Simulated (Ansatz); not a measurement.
A working Ansatz (an electronic-structure program) input for Rb4Fe2O5 (C2/c, 22 atoms in the cell) (DFT, PBEsol+U, plane waves, default PAW files made with PBE):

Ansatz 0.2 input:
```yaml
# Rb4Fe2O5
crystal:
  lattice:
    - [3.642312, -8.996564, 0.000000]
    - [3.642312, 8.996564, 0.000000]
    - [-1.783491, 0.000000, 7.212744]
  atoms:
    - { symbol: Rb, position_ang: [2.304694, -0.675642, 5.409558] }
    - { symbol: Rb, position_ang: [3.196439, 0.675642, 1.803186] }
    - { symbol: Rb, position_ang: [2.304694, -8.626265, 5.409558] }
    - { symbol: Rb, position_ang: [3.196439, 8.626265, 1.803186] }
    - { symbol: Rb, position_ang: [4.511359, -3.238943, 0.821387] }
    - { symbol: Rb, position_ang: [0.989774, 3.238943, 6.391357] }
    - { symbol: Rb, position_ang: [1.881519, -3.238943, 2.784985] }
    - { symbol: Rb, position_ang: [3.619614, 3.238943, 4.427759] }
    - { symbol: Fe, position_ang: [4.020045, -6.229041, 2.923830], spin: 4.0 }
    - { symbol: Fe, position_ang: [1.481088, 6.229041, 4.288914], spin: 4.0 }
    - { symbol: Fe, position_ang: [2.372834, -6.229041, 0.682542], spin: 4.0 }
    - { symbol: Fe, position_ang: [3.128299, 6.229041, 6.530202], spin: 4.0 }
    - { symbol: O, position_ang: [1.989423, -1.382052, 0.315846] }
    - { symbol: O, position_ang: [3.511710, 1.382052, 6.896898] }
    - { symbol: O, position_ang: [4.403456, -1.382052, 3.290526] }
    - { symbol: O, position_ang: [1.097677, 1.382052, 3.922218] }
    - { symbol: O, position_ang: [4.335286, -6.367048, 0.963695] }
    - { symbol: O, position_ang: [1.165847, 6.367048, 6.249049] }
    - { symbol: O, position_ang: [2.057592, -6.367048, 2.642677] }
    - { symbol: O, position_ang: [3.443541, 6.367048, 4.570067] }
    - { symbol: O, position_ang: [1.821156, -4.498282, 0.000000] }
    - { symbol: O, position_ang: [0.929411, 4.498282, 3.606372] }
kpoints:
  mp_grid: { grid: [3, 3, 2] }
hamiltonian:
  xc: pbesol
  pseudopotentials: { kind: paw }
  hubbard: { sites: [{ species: Fe, l: d, u_eff: 5.3 }] }
magnetization:
  spin_polarized: true
scf:
  occupations: { method: cold, width: 0.0073 Ry }
output:
  forces: true
  eigenvalues: true
  stress: true
```

The run converged in 20 iterations: free energy E − TS (on the zero of these files) -49134.4605 eV; top of the valence band (on the code's own zero) 5.18 eV; gap on the k-point mesh 1.83 eV; pressure -3.69 GPa; largest force (vector length) 0.579 eV/Å; size of the cell's spin moment 20.00 μB. Each of these slips is then made, one at a time:

(1)
```diff
-  hubbard: { sites: [{ species: Fe, l: d, u_eff: 5.3 }] }
+  hubbard: { sites: [{ species: Fe, l: f, u_eff: 5.3 }] }
```

(2)
```diff
+  max_iter: 4
```

Problem. How does each altered input end?

Solution. 
(1) A Hubbard U on the wrong shell. The program stopped before any SCF iteration.
```
Error: inconsistent input (hamiltonian.hubbard.sites[].l, hamiltonian.hubbard.sites[].shell): the file of Fe doesn't list 4f, and it can't be added: PBE doesn't bind the shell 4f of the free atom, whose level lies at +1.09 eV. Type an atom or ion with it (hamiltonian.pseudopotentials.projection_atoms), take another file or name another shell
```

(2) An iteration limit that is too low. The run ended unconverged after 4 iterations.
```
did not converge after 4 iterations: dr2 = 6.87e-1 (threshold 1.00e-7), under the density mixer `msr1`, which `scf.mixing.algorithm: auto` chose by the deck's other keys (type `scf.mixing.algorithm: msr1` to keep it); raise `scf.max_iter`, which need not help a stalled SCF, or adjust the mixing (`scf.mixing`) or, under a smearing, its width (`scf.o [...]
```

The starting cell comes from a database of computed structures (which also holds hypothetical and non-ambient phases and stackings), without a prior relaxation at this level. Its lattice was rescaled by a random factor within 2.5 % of one. The magnetic order is the one reached from the typed start; others were not searched systematically. With U or open f shells several self-consistent states can exist. The program warned that, by what it read of turns of the moments, another magnetic order lies lower. In the base run, with a pressure of about -4 GPa the cell is away from its equilibrium volume at this level. Ansatz's pressure includes its estimate of the finite-basis (Pulay) stress.

Left out of this page: 4 runs of the series with a known weakness of the program.
